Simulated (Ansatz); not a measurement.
Tunnelling through a barrier is set by its complex band structure: the current falls as exp(−2κd) with the smallest κ.

Data:

```
BP
1.0
    3.20471     0.00000     0.00000
    0.00000     3.20471     0.00000
    1.60235     1.60235     2.26607
B P
1 1
Direct
  0.00000   0.00000   0.00000
  0.75000   0.25000   0.50000
```

The cell is taken as given.

Transport runs along the normal of the first two printed cell vectors, the (001) plane of the conventional cell.

The gap is the functional's own. No spin-orbit coupling. Mid-gap values are those at the computed energy nearest the middle.

State the band gap and the smallest decay constant κ at mid-gap according to r2SCAN (Ansatz, a program for electronic structure).

Gap 1.41 eV on a 14×14×14 mesh; κ = 0.182 1/Å, at the zone centre.
